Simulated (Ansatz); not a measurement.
Consider TiSi₂ (space group Fddd, No. 70; a = 4.780 Å, b = 8.232 Å, c = 8.522 Å). Axes: x, y, z lie along a, b, c of the conventional cell.

Calculations: r2SCAN in Ansatz (plane waves to 500 eV, PAW, spin-orbit coupling left out), earlier PAW set.

Perturbation: every lattice vector is shortened by 2.69 %, atoms relaxed at fixed cell.

**Question.** Predict the stress tensor and what it implies for the stiffness.

**Answer.** Stress of the strained cell less that of the base (GPa, compression positive):
```
   14.5     0.0     0.0
    0.0    12.3     0.0
    0.0     0.0    17.4
```

Then B = −ΔP/(ΔV/V₀) with ΔV/V₀ = -0.0785 gives secant stiffness values (nonlinear terms included at this strain): B (at held cell shape, above the free-shape value) ≈ 188 GPa.

As a check, the harmonic strain energy −½ V₀ Δσ:ε is 52 meV/atom; the computed energy rise is 47 meV/atom.

Stability against distortions was not tested. The final runs are not spin-polarised.

Ansatz is a first-principles code.
